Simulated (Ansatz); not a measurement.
Defect migration in diamond: interstitial Cu, charge state +1. The step: Cu moves alone to another site; the atom moves 1.55 Å along (-0.25, -0.25, 0.25) of the unit cell; the moving atom starts with neighbours 4 C at 1.74, 6 C at 1.92 Å and ends with 4 C at 1.74, 6 C at 1.92 Å. DFT values are from Ansatz (plane-wave PAW, 420 eV unless said) in a cell of 64 host sites, spin-restricted, static, with no finite-size correction. The host's phase is taken as given; its stability against other phases was not computed. The charge state is imposed; whether it is stable for some Fermi level was not computed. Sites that were not tried may lie lower. For the PBE band: the saddle point's order was not checked, and it lies on a symmetry element of the cell, where a band can be held.

```
Level                                                                           Forward barrier (eV)  Cost of the band or of the saddle's single point
------------------------------------------------------------------------------  --------------------  ------------------------------------------------
CHGNet universal potential (has no charge state), its own band                                  1.98                                                 -
PBE, a 2×2×2 k-point mesh shifted by half a step, band relaxed                                  0.45            about 16 core-minutes (a rough figure)
PBE, a 3×3×3 k-point mesh shifted by half a step, same geometries                               0.46            about 70 core-seconds (a rough figure)
r2SCAN at 500 eV, a 2×2×2 k-point mesh shifted by half a step, same geometries                   ___                           roughly 60 core-seconds
```

### Question
Complete the blanks.

### Answer

- r2SCAN at 500 eV, a 2×2×2 k-point mesh shifted by half a step, same geometries, Forward barrier (eV): 0.43

Ansatz is a first-principles code.
